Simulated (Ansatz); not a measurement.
The starting structures come from a database of crystals and need not be the phases stable at ambient conditions.

Inside the gap of an insulator the Bloch states are evanescent, with a wavenumber k + iκ along the transport direction.

```
Hg2WO4
1.0
    4.97131    -0.01650     0.00000
    1.28134     7.98654     0.00000
   -1.84498     4.00152     5.84156
Hg W O
4 2 8
Direct
  0.73147   0.75084   0.77879
  0.26853   0.24916   0.22121
  0.54732   0.47037   0.77879
  0.45268   0.52963   0.22121
  0.15159   0.09841   0.80318
  0.84841   0.90159   0.19682
  0.24583   0.05011   0.61272
  0.75417   0.94989   0.38728
  0.86689   0.33717   0.61272
  0.13311   0.66283   0.38728
  0.93490   0.91614   0.90238
  0.06510   0.08386   0.09762
  0.46747   0.18148   0.90238
  0.53253   0.81852   0.09762
```

Space group of this cell: C2/c. The cell was relaxed by PBE-D3(BJ); by r2SCAN its mean pressure is -2.4 GPa.

Transport runs along the normal of the first two printed cell vectors.

The gap is the functional's own, uncorrected, and κ follows it; spin-orbit coupling is left out. Mid-gap values are interpolated between the computed energies.

**Question.** Estimate the band gap and the smallest decay constant κ at mid-gap that r2SCAN (Ansatz, a program for electronic structure) returns for this system.

**Answer.** Gap 2.15 eV on a 8×8×8 mesh; κ = 0.436 1/Å, at (0.167, 0.000) of the in-plane reciprocal vectors. At the zone centre, at the nearest computed energy, the slowest state has κ = 0.45 1/Å.
